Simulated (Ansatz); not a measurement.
Consider AlRu in the CsCl type structure (space group Pm-3m, No. 221; a = 2.983 Å; relaxed with 0.1 eV smearing). Axes: x, y, z lie along the cube axes.

All numbers come from r2SCAN/PAW in Ansatz (a program for electronic structure), spin-orbit coupling left out.

Before the change:

```
Item                Value
---------------  --------
Volume per atom  13.27 Å³
```

Now apply this change: tensile biaxial strain of 0.21 % in the plane normal to [111], as in epitaxy on a mismatched substrate; the out-of-plane cell vector and the atoms relax.

How does this affect the in-plane stress?

The mean in-plane stress (compression positive) amounts to -0.9 GPa.

What happens to the volume per atom?

The volume per atom goes up by 0.04 Å³, from 13.27 Å³ to 13.31 Å³.

Whether these cells are dynamically stable was not tested. The final runs are not spin-polarised.
